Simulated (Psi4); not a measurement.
Psi4 1.11, HF/def2-svp: Ti(NH2)3(Me) ([CH3][Ti]([NH2])([NH2])[NH2]), 14 atoms. The geometry is a generated start, not checked to be a minimum at this level.

| Property | Value |
|---|---|
| task | energy |
| method | scf |
| basis | def2-svp |
| memory | 32 GB |
| maxiter | 100 |
| keys of the molecule block | symmetry c1 |
| scf_type | df (default) |
| diis_max_vecs | 10 (default) |
| scf_initial_accelerator | adiis (default) |
| basis functions | 132 |

Machine: one whole node, Intel Xeon 6 (Granite Rapids), 96 cores on 1 socket, 2 hardware threads a core, 3 L3 cache groups, 3 NUMA nodes.

Wall times, medians of two to five repeats, each run alone on the node (launch to exit). Unless noted, each process is bound to its own block of adjacent cores. The build: conda-forge: OpenMP (LLVM), MKL, Libint2; another build can shift the numbers. Scratch files lie in a memory file system.

All on 16 threads. Base settings, kept where nothing else is said: guess = auto, which took SAD (default), e_convergence = 1e-06 (default), d_convergence = 1e-06 (default), damping_percentage = 0 (default), soscf = false (default), soscf_start_convergence = 0.01 (default). The candidates, on 16 cores each, agree within 1.0 meV/atom in energy:
A. e_convergence = 1e-08, d_convergence = 1e-08
B. soscf = true, soscf_start_convergence = 0.001
C. guess = sap
D. soscf = true
E. the base settings
F. e_convergence = 0.0001, d_convergence = 0.0001
G. damping_percentage = 30

Question: Which of these settings finishes first?

Answer: C (guess = sap), 1.5 s. At the other end B takes 1.7× as long.

```json
[
 {"candidate": "C", "wall time": "1.5 s", "repeats": "3 runs within 1 %", "SCF iterations": "10"},
 {"candidate": "F", "wall time": "2.1 s", "repeats": "3 runs within 1 %", "SCF iterations": "7"},
 {"candidate": "E", "wall time": "2.1 s", "repeats": "3 runs within 1 %", "SCF iterations": "9"},
 {"candidate": "A", "wall time": "2.2 s", "repeats": "3 runs within 1 %", "SCF iterations": "14"},
 {"candidate": "G", "wall time": "2.3 s", "repeats": "3 runs within 1 %", "SCF iterations": "26"},
 {"candidate": "D", "wall time": "2.4 s", "repeats": "3 runs within 1 %", "SCF iterations": "6"},
 {"candidate": "B", "wall time": "2.4 s", "repeats": "3 runs within 1 %", "SCF iterations": "7"}
]
```

From the slowest to the fastest: The largest move is in initial guess: 0.69 s to 0.16 s. Launch, exit and the like take 0.92 s of the 1.5 s.
